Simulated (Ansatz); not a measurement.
Output of an Ansatz run (abridged):

```
WARN ansatz: RAYON_NUM_THREADS=1 ignored (pool sized by the plan → 1); use --threads N
Pseudopotentials: kind: paw
Pseudopotential: Lu, paw, valence charge 25
Pseudopotential: Tl, paw, valence charge 13
Crystal: 4 atoms, lattice volume = 103.959 Å³
Basis set: ecut = 420.4159175005146 eV, 2007 PW (Γ), exchange–correlation on 64×64×64 points (8 copies of the dense FFT grid, shifted against one another)
Bands: 39, of which v1, the nominal top of the filled ones, is band 32 counted from 1 (31 counted from 0)
Symmetry: 8 space group operations
Space group: P4mm (ITA 99), of the structure as read, at distance tolerance 4.7e-5 Å
k-points: 40 of 343 (time reversal used)
PAW frozen core: Lu, regenerated for the run's functional, and the local potential with it
PAW frozen core: Tl, regenerated for the run's functional, and the local potential with it
Initial density: superposition of atomic densities (neutral atoms: chi_scale 0, normalization atom), corrected by the library's trained network
Initial wavefunctions: pseudopotential atomic-orbital guess
Eigensolver: davidson
Functional: x = pbesol(κ = 0.804, μ = 0.12345679012345678), c = pbesol(β = 0.046)
SCF iter   1: F=—  HF=-48499.308716 eV  |F-HF|=—  |Δ(HF+E_count)|=         —  Δρ=3.20e-3  dr2=3.11e-2  ethr=1.77e-3  ⟨swp⟩=7.3  Hψ=6769  notcnv=0  defer=3
all-band conjugate gradients solve this SCF's bands
preconditioner: auto → Kerker (q_TF=auto, 2.516 Å⁻¹)
SCF iter   2: F=—  HF=-48499.300679 eV  |F-HF|=—  |Δ(HF+E_count)|=   8.04e-3  Δρ=2.07e-3  dr2=1.44e-2  ethr=4.86e-5  ⟨swp⟩=2.0  Hψ=3120  notcnv=0  defer=1
SCF iter   3: F=—  HF=-48499.301375 eV  |F-HF|=—  |Δ(HF+E_count)|=   6.96e-4  Δρ=2.02e-3  dr2=5.91e-3  ethr=2.24e-5  ⟨swp⟩=2.1  Hψ=2853  notcnv=0  defer=1
SCF iter   4: F=—  HF=-48499.296492 eV  |F-HF|=—  |Δ(HF+E_count)|=   4.88e-3  Δρ=6.19e-4  dr2=5.74e-4  ethr=9.23e-6  ⟨swp⟩=2.0  Hψ=3067  notcnv=0  defer=1
SCF iter   5: F=—  HF=-48499.296263 eV  |F-HF|=—  |Δ(HF+E_count)|=   2.29e-4  Δρ=1.95e-4  dr2=7.92e-5  ethr=8.98e-7  ⟨swp⟩=3.0  Hψ=2880  notcnv=0  defer=1
SCF iter   6: F=—  HF=-48499.296254 eV  |F-HF|=—  |Δ(HF+E_count)|=   8.47e-6  Δρ=7.41e-5  dr2=8.04e-6  ethr=1.24e-7  ⟨swp⟩=2.0  Hψ=2853  notcnv=0  defer=1
SCF iter   7: F=—  HF=-48499.296255 eV  |F-HF|=—  |Δ(HF+E_count)|=   1.26e-6  Δρ=2.66e-5  dr2=5.39e-7  ethr=1.26e-8  ⟨swp⟩=2.1  Hψ=2822  notcnv=0  defer=1
SCF iter   8: F=-48499.296254 eV  HF=-48499.296254 eV  |F-HF|=8.35e-9  |Δ(HF+E_count)|=   1.53e-6  Δρ=5.21e-6  dr2=3.11e-8  ethr=1.56e-10  ⟨swp⟩=9.8  Hψ=10934  notcnv=0
SCF 1 converged in 8 iterations: F = -48499.296254 eV  dr2 = 3.11e-8
SCF converged after 8 iterations
Free energy (F): -48499.296254 eV
Harris-Foulkes:  -48499.296254 eV  (|F-HF|=8.35e-9)
Internal energy: -48499.231257 eV  (E = F + TS)
E sigma→0 (E₀):  -48499.263756 eV
Entropy (-TS):   -0.064997 eV (-16.249 meV/atom)
Fermi energy:    12.732457 eV
--- Per-component energies (eV) ---
  E_band       = 63.309083
  E_kinetic    = 1421.800605
  E_local      = -9636.185645  (includes V_loc(G=0)·N_el)
  E_nonlocal   = 1538.637847
  E_hartree    = 3949.807178
  E_xc         = -902.364663
  E_vxc        = -684.135663  (∫ρ·V_xc dr)
  E_paw        = -37311.184690  (= ΣΔE_a)
  E_vpaw       = -476.413648  (= ΣTr[D̂ρ^β])
  E_aug_tail   = 0.000130  (compensation charges beyond the density's cutoff)
  E_ewald      = -7561.048982
  E_core_change = 1.306963  (= ΣΔE_core)
  E_smearing   = -0.064997  (= −TS)
  E_closure    = 0.000000  (closes the sum)
  Σ components = -48499.296254   (vs F -48499.296254, Δ=0.00e0)
--- Forces (eV/Å), atoms counted from 1 ---
  atom   1  Lu     0.00000000     0.00000000    -0.14358742
  atom   2  Tl     0.00000000     0.00000000     0.08362438
  atom   3  Tl     0.00000000     0.00000000     0.08362438
  atom   4  Tl     0.00000000     0.00000000    -0.02365804
  max |Σ_I F_I| component: 3.31e-6 eV/Å
--- Stress (GPa, compression-positive) ---
       -1.833556       0.000000      -0.000000
        0.000000      -1.833556       0.000000
       -0.000000       0.000000      -1.834709
  P = ⅓ Tr σ = -1.8339 GPa (-18.339 kbar)
  The stress holds the Pulay correction. Without it, at fixed plane waves, as pw.x and ABINIT print it: P = -1.8831 GPa
--- Band table (eV; the first three rows and the last of 40) ---
  k-point 0: bands = ["-44.2400", "-14.8924", "-14.8923", "-14.8923", "0.7072", "0.7521", "0.7524", "0.7524", "0.9893", "0.9902", "1.3165", "1.3165", "1.3177", "1.5200", "1.5207", "1.7396", "1.8144", "1.8147", "1.8147", "2.5599", "7.0049", "7.0051", [...]
  k-point 1: bands = ["-44.2400", "-14.8947", "-14.8924", "-14.8924", "0.7453", "0.7636", "0.7938", "0.7938", "1.0032", "1.0274", "1.3057", "1.3195", "1.3195", "1.4919", "1.5208", "1.7129", "1.7540", "1.7540", "1.8144", "2.7197", "7.0011", "7.0059", [...]
  k-point 2: bands = ["-44.2399", "-14.8998", "-14.8926", "-14.8926", "0.7915", "0.8448", "0.9119", "0.9119", "1.0361", "1.1258", "1.2765", "1.3234", "1.3234", "1.4073", "1.5203", "1.5964", "1.5964", "1.6405", "1.8145", "3.1994", "6.5598", "6.9928", [...]
  k-point 39: bands = ["-44.2398", "-14.9001", "-14.8997", "-14.8997", "0.8731", "0.8866", "0.9143", "0.9145", "1.0845", "1.0848", "1.1162", "1.3384", "1.3747", "1.3752", "1.4070", "1.4083", "1.7060", "1.7062", "1.7470", "6.3820", "6.9143", [...]
```

The structure:

```
CELL_PARAMETERS angstrom
      4.70204     0.00000     0.00000
      0.00000     4.70204     0.00000
      0.00000     0.00000     4.70204
ATOMIC_POSITIONS crystal
  Lu 0.00000 0.00000 0.01063
  Tl 0.00000 0.50000 0.50000
  Tl 0.50000 0.00000 0.50000
  Tl 0.50000 0.50000 0.00000
```

**Question.** Reconstruct the input of this run.

**Answer.** Other spellings and defaults could give the same log, and not every line can be read from it. The input that was run (DFT, PBEsol, plane waves, default PAW files made with PBE):

Ansatz 0.2 input:
```yaml
crystal:
  lattice:
    - [4.70204400, 0.00000000, 0.00000000]
    - [0.00000000, 4.70204400, 0.00000000]
    - [0.00000000, 0.00000000, 4.70204400]
  atoms:
    - { symbol: Lu, position: [0.00000000, 0.00000000, 0.01063400] }
    - { symbol: Tl, position: [0.00000000, 0.50000000, 0.50000000] }
    - { symbol: Tl, position: [0.50000000, 0.00000000, 0.50000000] }
    - { symbol: Tl, position: [0.50000000, 0.50000000, 0.00000000] }
basis:
  ecutwfc: 30.9 Ry
kpoints:
  mp_grid: { grid: [7, 7, 7] }
hamiltonian:
  xc: pbesol
  pseudopotentials: { kind: paw }
scf:
  occupations: { method: fermi_dirac, width: 0.0073 Ry }
output:
  forces: true
  eigenvalues: true
  stress: true
```

The starting cell comes from a database of computed structures (which also holds hypothetical and non-ambient phases and stackings), without a prior relaxation at this level. Its lattice was rescaled by up to half a per cent. One atom was moved a little off its site on purpose. Spin-orbit coupling is off. Ansatz's pressure includes its estimate of the finite-basis (Pulay) stress.

Ansatz is a program for electronic structure.
